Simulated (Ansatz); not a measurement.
CdAs2 (I4₁22, No. 98, 6 atoms in the cell; start mp-471), treated with PBEsol (plane waves, PAW; Ansatz, an electronic-structure program).

Settings: plane-wave cutoff 500 eV, 10×10×10 k mesh, Fermi–Dirac smearing 0.05 eV, scalar-relativistic PAW data made under PBE.

Cell (relaxed at this level):

```cif
data_As8Cd4
_chemical_formula_sum 'Cd4 As8'
_space_group_name_H-M_alt 'I4122'
_space_group_IT_number 98
_space_group_name_Hall 'I 4bw 2bw'
_cell_length_a 7.95129
_cell_length_b 7.95129
_cell_length_c 4.66502
_cell_angle_alpha 90.000
_cell_angle_beta 90.000
_cell_angle_gamma 90.000
loop_
_atom_site_label
_atom_site_type_symbol
_atom_site_symmetry_multiplicity
_atom_site_Wyckoff_symbol
_atom_site_fract_x
_atom_site_fract_y
_atom_site_fract_z
_atom_site_occupancy
Cd1 Cd 4 a 0.00000 0.00000 0.00000 1
As1 As 8 f 0.25000 0.05863 0.37500 1
```
(The calculation used a cell of 6 atoms; values per cell refer to that cell.)

Estimate the band gap that the calculation returns.


- band gap = 0.26 eV (on the SCF k mesh)

Note: the relaxation could not lower the start's symmetry, so the cell can be a saddle point above a distorted one.

Spin–orbit coupling is not included.

A start named mp-… is a Materials Project structure, which need not be a measured phase.
